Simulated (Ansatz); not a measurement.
**Rock-salt BeTe (model structure)**

Method: r²SCAN+rVV10 (Ansatz, an electronic-structure program, plane waves, PAW).

Numerical settings: plane-wave cutoff 500 eV, 14×14×14 k mesh, Fermi–Dirac smearing 0.05 eV, scalar-relativistic PAW data made under PBE.

Cell (relaxed at this level):

```
CELL_PARAMETERS angstrom
      0.00000     2.67561     2.67561
      2.67561     0.00000     2.67561
      2.67561     2.67561     0.00000
ATOMIC_POSITIONS crystal
  Be 0.00000 0.00000 0.00000
  Te 0.50000 0.50000 0.50000
```

```yaml
band_gap: zero (no gap)
```

Note: the relaxation could raise the start's symmetry but not lower it, so the cell can be a saddle point.

Spin–orbit coupling is not included.

The computed numbers hold no vibrational or temperature effects.

The result took about 70 core-seconds (a rough figure).

A model structure was made by putting elements into a prototype or built by hand; it is no filed structure, need not be a known phase, and can be a saddle point held by its symmetry.
